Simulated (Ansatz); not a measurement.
Density of states of AgS (P-6m2, 2 atoms in the cell).

```xyz
2
Lattice="3.3020 0.0000 0.0000 -1.6510 2.8596 0.0000 0.0000 0.0000 3.2226" Properties=species:S:1:pos:R:3 pbc="T T T"
Ag     0.0000     0.0000     0.0000
S      1.6510     0.9532     1.6113
```

Method: LDA (PW92), default PAW files made with PBE (plane waves; Ansatz, a first-principles code).

SCF settings: kpoints.mp_grid.grid = 6 6 5; hamiltonian.xc = lda; hamiltonian.pseudopotentials = {kind: paw} (the program's default PAW files); scf.occupations.method = gaussian; scf.occupations.width = 0.05 eV. Keys of the DOS step: output.dos.nscf_kmesh.grid = 9 9 8; output.dos.method = {smearing: {sigma: 0.3}} eV.

The starting cell was generated: these elements placed on a structure prototype, without a prior relaxation; it need not be a known phase or ordering of this composition.

Total DOS (both spins), as means of the tabulated values in each energy bin; the zero is the program's Fermi level or highest filled level, and the curve is cut to this window:

```
E (eV)  states/eV/cell
------  --------------
-7.75             0.89
-7.25             2.07
-6.75             1.65
-6.25             2.60
-5.75             3.54
-5.25             3.27
-4.75             3.14
-4.25             1.98
-3.75             1.90
-3.25             1.98
-2.75             1.13
-2.25             1.38
-1.75             1.20
-1.25             0.86
-0.75             1.14
-0.25             1.20
0.25              1.27
0.75              0.61
```

Around zero the curve holds about 1.2 states/eV/cell.

Keys are those of Ansatz 0.2.
